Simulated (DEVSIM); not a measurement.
**abrupt Si p-n junction**

Structure: abrupt Si p-n junction, at 350 K.

```tsv
layer (left to right)	material	thickness (μm)	Nd (cm⁻³)	Na (cm⁻³)	τn (s)	τp (s)
1	Si	39.0	-	1.5e15	1.4e-7	1.4e-7
2	Si	41.0	5.6e15	-	1.4e-7	1.4e-7
```

Left contact: ohmic. Right contact: ohmic. Voltage is applied to the left contact. Recombination: SRH at mid-gap, Auger. Gap narrowing is on: ΔEg = 6.92 meV × (l + √(l² + 0.5)), l = ln(N/1.3e17 cm⁻³), shared equally by both band edges. Mobility is constant in doping.

Constants are typed, rounded textbook-type inputs, not results; the design itself was drawn at random and stands for no fabricated device. Values at 300 K; Nc and Nv go as T^1.5, mobilities as T to minus their exponent, the gap by Varshni's rule with the affinity fixed.

```
parameter               Si
----------------  --------
gap (eV)             1.124
affinity (eV)         4.05
permittivity          11.7
Nc (cm⁻³)          2.86e19
Nv (cm⁻³)           3.1e19
μn (cm²/Vs)           1417
μp (cm²/Vs)            470
T exponent of μn       2.3
T exponent of μp       2.2
Cn (cm⁶/s)         2.8e-31
Cp (cm⁶/s)         9.9e-32
Varshni α (eV/K)  0.000473
Varshni β (K)          636
```

Model (solved in DEVSIM): 1D drift-diffusion, Boltzmann statistics, complete ionisation; no tunnelling, impact ionisation, image-force lowering or self-heating.

```
Property                                           Result
---------------------------------------------  ----------
Potential step across the device at zero bias     0.539 V
Largest field in the device at zero bias       13000 V/cm
Dark forward voltage at 1 A/cm²                   0.485 V
Dark forward voltage at 100 A/cm²                 1.274 V
```

Dark forward current:

| V (V) | J (A/cm²) |
|---|---|
| 0.05 | 4.5e-6 |
| 0.15 | 6.9e-5 |
| 0.30 | 0.0062 |
| 0.40 | 0.14 |
| 0.55 | 2.8 |
| 0.65 | 7.6 |
| 0.75 | 15 |
| 0.90 | 32 |
| 1.00 | 46 |
| 1.10 | 64 |
| 1.25 | 95 |
| 1.35 | 120 |
| 1.50 | 160 |
| 1.60 | 190 |

Dark reverse current:

| V (V) | J (A/cm²) |
|---|---|
| -0.04 | -1.6e-6 |
| -0.10 | -3.0e-6 |
| -0.20 | -4.7e-6 |
| -0.30 | -6.2e-6 |
| -0.40 | -7.5e-6 |
| -0.60 | -9.9e-6 |
| -0.80 | -1.2e-5 |
| -1.00 | -1.4e-5 |
| -1.30 | -1.7e-5 |
| -1.60 | -1.9e-5 |
| -2.00 | -2.2e-5 |
